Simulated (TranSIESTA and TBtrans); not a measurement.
Junction: Sn chain with one S atom inserted. Leads: straight Sn chain, spacing 2.612 Å. Geometry: 3 atoms about the centre moved by SIESTA (PBE, DZP) to a largest force of 0.02 eV/Å, all others as built, motion along the axis alone. Transport runs along z; the first 6 and the last 6 of the 19 atoms are the lead cells, repeated to infinity.

```xyz
19
Lattice="9.000 0.000 0.000 0.000 9.000 0.000 0.000 0.000 49.254" Properties=species:S:1:pos:R:3 pbc="F F T"
Sn     4.500     4.500     0.000
Sn     4.500     4.500     2.612
Sn     4.500     4.500     5.224
Sn     4.500     4.500     7.836
Sn     4.500     4.500    10.448
Sn     4.500     4.500    13.060
Sn     4.500     4.500    15.672
Sn     4.500     4.500    18.284
Sn     4.500     4.500    20.964
S      4.500     4.500    23.321
Sn     4.500     4.500    25.678
Sn     4.500     4.500    28.358
Sn     4.500     4.500    30.970
Sn     4.500     4.500    33.582
Sn     4.500     4.500    36.194
Sn     4.500     4.500    38.806
Sn     4.500     4.500    41.418
Sn     4.500     4.500    44.030
Sn     4.500     4.500    46.642
```

Run with TranSIESTA and TBtrans (open boundaries, self-consistent; PseudoDojo norm-conserving potentials, scalar-relativistic): PAO.BasisSize DZP, PAO.EnergyShift 0.15 eV, XC.Authors PBE, Mesh.Cutoff 200 Ry, ElectronicTemperature 300 K, TS.Voltage 0.0 eV, TBT.Elecs.Eta 0.001 eV, no spin polarisation.

Energies count from the leads' Fermi level. Transmissions are for one spin of a degenerate pair. The energy step is 0.01 eV; narrower resonances are cut or missed.

```tsv
E (eV)	T
-0.20	2.13
-0.15	2.18
-0.10	2.22
-0.05	2.26
0.00	2.28
0.05	2.30
0.10	2.31
0.15	2.32
0.20	2.32
```

Task: Give the zero-bias conductance in μS and the resistance at 300 K.

Result: At the Fermi level T = 2.28. Averaged with −∂f/∂E over the full grid (kT = 25.9 meV) it is 2.28. With G0 = 2e²/h = 77.48 μS, G = 177 μS and R = 1/G = 5.65 kΩ.

Task: The eigenchannels at the Fermi level transmit 0.814, 0.734, 0.734. What Fano factor of the shot noise follows at low temperature and bias?

Result: F = Σ τ(1 − τ)/Σ τ = 0.542/2.28 = 0.24.

The straight chain is held at its spacing; free chains may zigzag or dimerise. No spin-polarised start was tried, so a magnetic state, if there is one, is missed.
